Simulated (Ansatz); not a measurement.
**TaN (P6/mmm, No. 191, 6 atoms in the cell; start COD 9008975; the formula has other measured phases): bulk modulus B0 by level of theory**

No measured value is used here.

```csv
level (code),value (GPa),cell (Å³/atom)
LDA (Ansatz),314,11.13
PBEsol (Ansatz),300,11.34
r²SCAN (Ansatz),299,11.50
```

Density-functional levels without +SOC have no spin–orbit coupling. LDA, PBEsol, r²SCAN: the bulk modulus is −V dP/dV from two relaxed cells at ±2 % in volume. LDA, PBEsol, r²SCAN: the relaxation could not lower the start's symmetry, so the cell can be a saddle point above a distorted one. Each level is taken at its own relaxed cell. Cutoffs differ between the levels. Ansatz's density-functional and Hartree–Fock values are scalar-relativistic unless marked +SOC, with PAW data made under PBE.

Ansatz is a program for electronic structure.
